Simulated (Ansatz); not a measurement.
## TiC under a change: pressure 9 GPa

Take TiC in the rock salt structure (space group Fm-3m, No. 225; a = 4.329 Å) as the base.

Perturbation: cell and atoms relaxed at a pressure of 9 GPa.

Computed with r2SCAN (Ansatz, a quantum-chemistry and plane-wave program; PAW; 500 eV plane waves; no spin-orbit coupling), earlier PAW set. Settings: 18×18×18 k-points, 0.05 eV Fermi–Dirac smearing.

```csv
quantity,base,changed,shift
volume per atom,10.14 Å³,9.82 Å³,-0.32 Å³
density,4.90 g/cm³,5.06 g/cm³,+0.16 g/cm³
lattice parameter a,4.329 Å,4.282 Å,-0.0462 Å
shortest interatomic distance,2.164 Å,2.141 Å,-0.023 Å
enthalpy H = E + PV relative to the base's energy,–,+0.56 eV/atom,–
band gap,zero,zero,–
```

Load acts through the strain it causes; cell and atoms are relaxed under it. Whether these cells are dynamically stable was not tested. Competing high-pressure phases were not computed. All final runs are without spin polarisation.
